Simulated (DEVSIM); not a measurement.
abrupt Si p-n junction

Structure: abrupt Si p-n junction, at 300 K.

```
layer (left to right)  material  thickness (μm)  Nd (cm⁻³)  Na (cm⁻³)  τn (s)  τp (s)
---------------------  --------  --------------  ---------  ---------  ------  ------
1                            Si           0.310          -     4.2e17  1.5e-6  1.5e-6
2                            Si             120     4.9e17          -  1.5e-6  1.5e-6
```

Left contact: ohmic. Right contact: ohmic. Voltage is applied to the left contact. Recombination: SRH at mid-gap, Auger. Mobility is μmin + (μ − μmin)/(1 + (N/Nref)^α).

The device is made up for the run: typed textbook-type constants, with dimensions and the other settings drawn at random. Values at 300 K.

```
parameter           Si
-------------  -------
gap (eV)         1.124
affinity (eV)     4.05
permittivity      11.7
Nc (cm⁻³)      2.86e19
Nv (cm⁻³)       3.1e19
μn (cm²/Vs)       1417
μp (cm²/Vs)        470
μn,min              52
μp,min              45
Nref,n          9.7e16
Nref,p          2.2e17
αn                0.68
αp                0.72
Cn (cm⁶/s)     2.8e-31
Cp (cm⁶/s)     9.9e-32
```

Simulated with DEVSIM: 1D drift-diffusion, Boltzmann statistics, complete ionisation; no tunnelling, impact ionisation, image-force lowering or self-heating.

```json
{
 "potential_step_across_the_device_at_zero_bias": "0.908 V",
 "largest_field_in_the_device_at_zero_bias": "240000 V/cm",
 "Dark forward voltage at 1 A/cm²": "0.642 V",
 "Dark forward voltage at 100 A/cm²": "0.800 V"
}
```

Dark forward current:

```csv
V (V),J (A/cm²)
0.05,4.9e-10
0.10,2.2e-9
0.15,9.7e-9
0.20,5.1e-8
0.30,2.0e-6
0.35,1.3e-5
0.40,9.0e-5
0.45,0.00062
0.50,0.0043
0.55,0.029
0.60,0.20
0.70,8.3
0.75,37
0.80,100
0.85,190
0.90,290
0.95,400
1.05,630
1.10,750
1.15,870
1.20,1000
1.25,1100
1.30,1300
1.35,1400
1.45,1700
1.50,1800
1.55,1900
1.60,2100
```
